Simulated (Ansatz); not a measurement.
The reference is ScAlCO (space group P6_3mc, No. 186; a = 3.234 Å, c = 10.145 Å; a cell from a computed database, its experimental status unchecked).

Levels (all Ansatz, a first-principles code, PAW): PBEsol (420 eV, no SOC); r2SCAN (500 eV, scalar-relativistic without spin-orbit coupling).

The geometry is relaxed with PBEsol.

PBEsol pressure: 0.0 kbar
PBEsol lowest conduction level above the VBM at special points: M 1.19 eV; L 1.32 eV; Γ 2.71 eV; A 2.76 eV
PBEsol smallest direct gap: 2.31 eV

With r2SCAN at the same geometry, the pressure goes from zero to 18.2 kbar; the lowest conduction level above the VBM at special points becomes M 1.56 eV; L 1.69 eV; Γ 3.08 eV; A 3.12 eV (PBEsol: M 1.19 eV; L 1.32 eV; Γ 2.71 eV; A 2.76 eV); the smallest direct gap grows by 0.424 eV, from 2.31 eV to 2.74 eV.

Single points use the geometry relaxed with PBEsol. Their cutoffs differ, which shifts pressures a little. Stability against distortions was not tested. The final runs are not spin-polarised.
